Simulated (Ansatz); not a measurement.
Consider CdS in the zinc blende structure (space group F-43m, No. 216; a = 5.927 Å).

Computed with plane-wave PAW DFT at the PBE level (Ansatz, an electronic-structure program, 420 eV), no spin-orbit coupling.

Strains are applied to the cell and any free atomic positions relax.

One change was made to it. Results:

```json
[
 {"quantity": "electron mass", "base": "0.12 mₑ (at Γ)", "after": "0.11 mₑ (at Γ)"},
 {"quantity": "width of the top valence band", "base": "2.02 eV", "after": "1.77 eV"},
 {"quantity": "gap character", "base": "direct at Γ", "after": "direct at Γ"},
 {"quantity": "pressure", "base": "0.00 GPa", "after": "-3.34 GPa"},
 {"quantity": "band gap", "base": "1.04 eV", "after": "0.87 eV"}
]
```

Task: Which of these changes matches the shifts?
A) isotropic strain −1.00 %
B) isotropic strain +2.50 %
C) isotropic strain +2.00 %

Result: B, isotropic strain +2.50 %. For comparison, the pressure in the other runs: isotropic strain −1.00 % gives 1.73 GPa; isotropic strain +2.00 % gives -2.77 GPa.

Effective masses come from finite differences of ±0.01 Å⁻¹. Stability against distortions was not tested.
